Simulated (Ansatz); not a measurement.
**ZrSi, response to strain**

Consider ZrSi (space group Cmcm, No. 63; relaxed with 0.1 eV smearing).

```
CELL_PARAMETERS angstrom
      1.86591    -4.93995     0.00000
      1.86591     4.93995     0.00000
      0.00000     0.00000     3.74210
ATOMIC_POSITIONS crystal
  Zr 0.64516 0.35484 0.25000
  Zr 0.35484 0.64516 0.75000
  Si 0.92142 0.07858 0.25000
  Si 0.07858 0.92142 0.75000
```

Cartesian axes are those of the cell as printed.

Strains are applied to the cell and any free atomic positions relax; under stress the whole cell relaxes.

Method: PBEsol, PAW, 420 eV (Ansatz, a quantum-chemistry and plane-wave program; spin-orbit coupling left out).

Notes on the quantities. energy relative to the base: free energy F.

```json
[
 {"variant": "base", "energy relative to the base": "0 meV/atom", "volume per atom": "17.25 Å³"},
 {"variant": "isotropic strain −4.96 %", "energy relative to the base": "+0.213 eV/atom", "volume per atom": "14.81 Å³"},
 {"variant": "uniaxial strain ε_zz = −1.52 %", "energy relative to the base": "?", "volume per atom": "16.98 Å³"},
 {"variant": "uniaxial stress, 2 GPa tension along x", "energy relative to the base": "+1.3 meV/atom", "volume per atom": "17.34 Å³"},
 {"variant": "uniaxial stress, 5 GPa compression along x", "energy relative to the base": "+7.5 meV/atom", "volume per atom": "17.03 Å³"}
]
```

### Question
What belongs in the blanks?

### Answer

- uniaxial strain ε_zz = −1.52 %, energy relative to the base: +3.4 meV/atom

Beyond what the load breaks, stability against distortions was not tested. The final runs are not spin-polarised.
